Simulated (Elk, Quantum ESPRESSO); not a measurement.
An Elk input for a self-consistent single point of Sr₃SbN (Pm-3m, 5 atoms in the cell) (DFT, LDA (PW92), all-electron FP-LAPW, Elk's shipped species files, LAPW+lo basis):

```
tasks
  0

xctype
  3

rgkmax
  7.5

gmaxvr
  16.0

nxoapwlo
  1

stype
  3

swidth
  0.000734986

scale
  1.889726125

avec
    5.1949700000    0.0000000000    0.0000000000
    0.0000000000    5.1949700000    0.0000000000
    0.0000000000    0.0000000000    5.1949700000

atoms
  3   : nspecies
  'Sr.in'   : spfname
  3   : natoms; atposl, bfcmt below
  0.0000000000  0.5000000000  0.5000000000    0.0 0.0 0.0
  0.5000000000  0.0000000000  0.5000000000    0.0 0.0 0.0
  0.5000000000  0.5000000000  0.0000000000    0.0 0.0 0.0
  'Sb.in'   : spfname
  1   : natoms; atposl, bfcmt below
  0.0000000000  0.0000000000  0.0000000000    0.0 0.0 0.0
  'N.in'   : spfname
  1   : natoms; atposl, bfcmt below
  0.5000000000  0.5000000000  0.5000000000    0.0 0.0 0.0

ngridk
  5 5 5
```

**Question.** Write the same calculation as an input for Quantum ESPRESSO.

**Answer.** This is the input that was run; spellings and numerical settings could be chosen otherwise.

```fortran
&control
  calculation = 'scf'
  prefix = 'pwscf'
  outdir = './out'
  pseudo_dir = './'
  tprnfor = .true.
  tstress = .true.
/
&system
  ibrav = 1
  celldm(1) = 9.81707053
  nat = 5
  ntyp = 3
  ecutwfc = 40
  ecutrho = 200
  occupations = 'smearing'
  smearing = 'fd'
  degauss = 0.00147
/
&electrons
  conv_thr = 1.0d-9
  mixing_beta = 0.4
/
ATOMIC_SPECIES
Sr    87.6200  sr_lda_v1.uspp.F.UPF
Sb   121.7600  sb_lda_v1.4.uspp.F.UPF
N     14.0070  n_lda_v1.2.uspp.F.UPF
ATOMIC_POSITIONS angstrom
Sr    0.00000000    2.59748500    2.59748500
Sr    2.59748500    0.00000000    2.59748500
Sr    2.59748500    2.59748500    0.00000000
Sb    0.00000000    0.00000000    0.00000000
N     2.59748500    2.59748500    2.59748500
K_POINTS automatic
5 5 5  0 0 0
```

Basis, cutoffs, solver keys and any potentials are the target program's own. This input uses DFT, LDA (PZ), plane waves, GBRV 1.5 ultrasoft (LDA) pseudopotentials. LDA parametrisations can differ slightly between programs. Both were run: gap on the mesh 0.248 eV in Elk and 0.255 in Quantum ESPRESSO.

On Elk: the starting cell comes from a database of computed structures (which also holds hypothetical and non-ambient phases and stackings), without a prior relaxation at this level. Spin-orbit coupling is off. Values depend on the basis (sphere radii, cutoffs, local orbitals), which need not be converged.

On Quantum ESPRESSO: the starting cell comes from a database of computed structures (which also holds hypothetical and non-ambient phases and stackings), without a prior relaxation at this level. Spin-orbit coupling is off. With a pressure of about -3 GPa the cell is away from its equilibrium volume at this level.
